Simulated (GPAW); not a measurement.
Band structure of SiOs (P2_13, 8 atoms in the cell).

```xyz
8
Lattice="4.7660 0.0000 0.0000 0.0000 4.7660 0.0000 0.0000 0.0000 4.7660" Properties=species:S:1:pos:R:3 pbc="T T T"
Si     0.7852     1.5978     3.1682
Si     1.5978     3.1682     0.7852
Si     3.1682     0.7852     1.5978
Si     3.9807     3.9807     3.9807
Os     4.1806     2.9684     1.7976
Os     2.9684     1.7976     4.1806
Os     1.7976     4.1806     2.9684
Os     0.5854     0.5854     0.5854
```

Computed with LDA (Perdew-Wang 92), GPAW PAW datasets LDA (gpaw-data 1.0.1) (plane waves; GPAW).

Settings: mode = pw; ecut = 600 eV; xc = LDA; kpts = 6 6 6; mesh shift (steps) = 0 0 0; occupations.name = fermi-dirac; occupations.width = 0 eV; nbands = -8; convergence.density = 1e-05 e/electron; convergence.energy = 1e-05 eV/electron; convergence.bands = -6; symmetry.symmorphic = false; symmetry.tolerance = 0.0005; maxiter = 150.

The starting cell comes from a database of computed structures (which also holds hypothetical and non-ambient phases and stackings), without a prior relaxation at this level. Spin-orbit coupling is off.

Problem. Predict the gap along the standard path and the places of the band edges.

Solution. The gap along the path is 0.48 eV, from a point between Γ and X to a point between Γ and X; the smallest direct gap on it is 0.54 eV.

Levels in eV from the top of the valence band on the SCF mesh, bands 33 to 40:
```
point     33     34     35     36    37    38    39    40
-----  -----  -----  -----  -----  ----  ----  ----  ----
Γ      -0.61  -0.61  -0.14  -0.14  1.38  1.38  1.38  3.41
X      -0.92  -0.92  -0.18  -0.18  0.56  0.56  2.38  2.38
M      -1.96  -1.96  -0.85  -0.85  1.26  1.26  1.71  1.71
R      -1.11  -1.11  -1.11  -1.11  0.95  0.95  0.95  0.95
```
